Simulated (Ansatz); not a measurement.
Consider a 16-atom cell of Zr(N,C) started in the rock salt structure, site fractions N 0.500, C 0.500, short-range order -0.33 in the first shell of the mixed sites (0 is random, a negative value favours unlike neighbours), space group P4/mmm at the end, an ordered arrangement that its symmetry holds. Its start:

```yaml
crystal:
  lattice:
    - [0.00000, 4.66017, 4.66017]
    - [4.66032, 0.00000, 4.66017]
    - [4.66032, 4.66017, 0.00000]
  atoms:
    - { symbol: Zr, position: [0.00000, 0.00000, 0.00000] }
    - { symbol: Zr, position: [0.00000, 0.00000, 0.50000] }
    - { symbol: Zr, position: [0.00000, 0.50000, 0.00000] }
    - { symbol: Zr, position: [0.00000, 0.50000, 0.50000] }
    - { symbol: Zr, position: [0.50000, 0.00000, 0.00000] }
    - { symbol: Zr, position: [0.50000, 0.00000, 0.50000] }
    - { symbol: Zr, position: [0.50000, 0.50000, 0.00000] }
    - { symbol: Zr, position: [0.50000, 0.50000, 0.50000] }
    - { symbol: C, position: [0.25000, 0.25000, 0.25000] }
    - { symbol: N, position: [0.25000, 0.25000, 0.75000] }
    - { symbol: N, position: [0.25000, 0.75000, 0.25000] }
    - { symbol: C, position: [0.25000, 0.75000, 0.75000] }
    - { symbol: C, position: [0.75000, 0.25000, 0.25000] }
    - { symbol: N, position: [0.75000, 0.25000, 0.75000] }
    - { symbol: N, position: [0.75000, 0.75000, 0.25000] }
    - { symbol: C, position: [0.75000, 0.75000, 0.75000] }
```

The mixing enthalpy is taken against the end members in the rock salt type, relaxed in the same cell and mesh.

The numbers are results of PBE (plane waves to 420 eV, PAW; Ansatz, an electronic-structure program), not measurements. No spin–orbit coupling. Its k-point mesh 5×5×5, Fermi–Dirac width 0.05 eV.

```
end member  weight  volume per atom (Å³)
----------  ------  --------------------
ZrN          0.500                 12.13
ZrC          0.500                 13.05
```

Task: Predict the alloy's volume, bond lengths and mixing enthalpy.

Result: 
- volume per atom = 12.58 Å³
- N–Zr bonds = 2.326 Å on average, from 2.323 to 2.327 (24)
- C–Zr bonds = 2.326 Å on average, from 2.323 to 2.327 (24)
- mixing enthalpy per site of the mixed sublattice = -95 meV
- departure of the mean lattice parameter from Vegard's line = under 0.15 %, inside the noise of the relaxations
